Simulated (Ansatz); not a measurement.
Consider Au vacancy in fcc Au, neutral cell. Method: PBE, PAW (plane waves to 420 eV; Ansatz, a first-principles code).

Cell of 32 host sites held at the relaxed PBE lattice; a 2×2×2 k-point mesh shifted by half a step; Fermi-Dirac width 0.10 eV, spin-restricted; finite-size errors left in. Static, classical nuclei. Spin-orbit coupling is left out. Forms of the defect that were not tried may lie lower.

Barriers: single points on a 4×4×4 k-point mesh shifted by half a step at the bands' geometries (they differ from the bands' own by up to 0.18 eV, and are uncertain by about as much).

Relaxed starting cell (atoms counted from 1):

```yaml
crystal:
  lattice:
    - [8.31442, 0.00000, 0.00000]
    - [0.00000, 8.31442, 0.00000]
    - [0.00000, 0.00000, 8.31442]
  atoms:
    - { symbol: Au, position: [0.99945, 0.00009, 0.50146] }
    - { symbol: Au, position: [0.99991, 0.50013, 0.00111] }
    - { symbol: Au, position: [0.99977, 0.50002, 0.50133] }
    - { symbol: Au, position: [0.49955, 0.00009, 0.00153] }
    - { symbol: Au, position: [0.49992, 0.00005, 0.50148] }
    - { symbol: Au, position: [0.49947, 0.50004, 0.00118] }
    - { symbol: Au, position: [0.49989, 0.50023, 0.50130] }
    - { symbol: Au, position: [0.99952, 0.24548, 0.24699] }
    - { symbol: Au, position: [0.99970, 0.24561, 0.75523] }
    - { symbol: Au, position: [0.99963, 0.75441, 0.24735] }
    - { symbol: Au, position: [0.99995, 0.75472, 0.75541] }
    - { symbol: Au, position: [0.49970, 0.24912, 0.25018] }
    - { symbol: Au, position: [0.49964, 0.24900, 0.75245] }
    - { symbol: Au, position: [0.49968, 0.75111, 0.25021] }
    - { symbol: Au, position: [0.49989, 0.75104, 0.75262] }
    - { symbol: Au, position: [0.24528, 0.00006, 0.24698] }
    - { symbol: Au, position: [0.24536, 0.99971, 0.75584] }
    - { symbol: Au, position: [0.24877, 0.49987, 0.25020] }
    - { symbol: Au, position: [0.24891, 0.50002, 0.75221] }
    - { symbol: Au, position: [0.75398, 0.00026, 0.24662] }
    - { symbol: Au, position: [0.75399, 0.00014, 0.75635] }
    - { symbol: Au, position: [0.75070, 0.50003, 0.25013] }
    - { symbol: Au, position: [0.75078, 0.50025, 0.75232] }
    - { symbol: Au, position: [0.24482, 0.24546, 0.00120] }
    - { symbol: Au, position: [0.24883, 0.24886, 0.50119] }
    - { symbol: Au, position: [0.24490, 0.75469, 0.00150] }
    - { symbol: Au, position: [0.24889, 0.75113, 0.50128] }
    - { symbol: Au, position: [0.75438, 0.24596, 0.00141] }
    - { symbol: Au, position: [0.75053, 0.24904, 0.50136] }
    - { symbol: Au, position: [0.75447, 0.75428, 0.00141] }
    - { symbol: Au, position: [0.75067, 0.75120, 0.50132] }
```

End state 1 differs by these moves (Å; atoms that move under 0.08 Å are left out):

```
atom  element    Δx    Δy     Δz
----  -------  ----  ----  -----
10         Au  0.00  2.00  -2.00
```

Problem. Estimate the forward and backward barriers to end state 1 that PBE, PAW returns for this input.

Solution. forward 0.58 eV, backward 0.58 eV; at the saddle point atom 10 has neighbours 4 Au at 2.69, 3 Au at 3.17, Au at 3.18 Å. The saddle point's order was not checked, and it lies on a symmetry element of the cell, where a band can be held.
